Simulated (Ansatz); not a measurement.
A computed series for AlP: point defects

The parent structure is a 16-atom supercell of AlP in the zinc blende structure (space group F-43m, No. 216) at its relaxed geometry.

```xyz
16
Lattice="0.0000 5.5078 5.5078 5.5078 0.0000 5.5078 5.5078 5.5078 0.0000" Properties=species:S:1:pos:R:3 pbc="T T T"
P      1.3769     1.3769     1.3769
P      4.1308     4.1308     1.3769
P      4.1308     1.3769     4.1308
P      6.8847     4.1308     4.1308
P      1.3769     4.1308     4.1308
P      4.1308     6.8847     4.1308
P      4.1308     4.1308     6.8847
P      6.8847     6.8847     6.8847
Al     0.0000     0.0000     0.0000
Al     2.7539     2.7539     0.0000
Al     2.7539     0.0000     2.7539
Al     5.5078     2.7539     2.7539
Al     0.0000     2.7539     2.7539
Al     2.7539     5.5078     2.7539
Al     2.7539     2.7539     5.5078
Al     5.5078     5.5078     5.5078
```

One neutral defect a cell, atoms relaxed at fixed cell.

Level of theory: Ansatz (a quantum-chemistry and plane-wave program) PBE, no SOC.

Before the change:

```
Property    Value
--------  -------
Pressure  0.0 GPa
```

Question: The aim is a pressure between 3.8 GPa and 4.5 GPa. Which of these changes reaches it?
(A) Sb on a P site
(B) P on a Al site (antisite)
(C) Al vacancy
(D) Al on a P site (antisite)

Answer: A, Sb on a P site. It gives 4.0 GPa; Al vacancy gives -0.7 GPa; Al on a P site (antisite) gives 2.7 GPa; P on a Al site (antisite) gives -0.3 GPa. Changes not listed may reach it too

The magnetic state is the one reached from the starting moments; the real material's order can differ, and small cells can't hold many antiferromagnetic ones. The cell is small, so the values are those of an ordered compound at a high defect concentration; dilute-limit values will differ. The mesh was chosen for an insulator and is coarse for the gapless case. Seeded moments were not kept for Sb on a P site and P on a Al site (antisite).
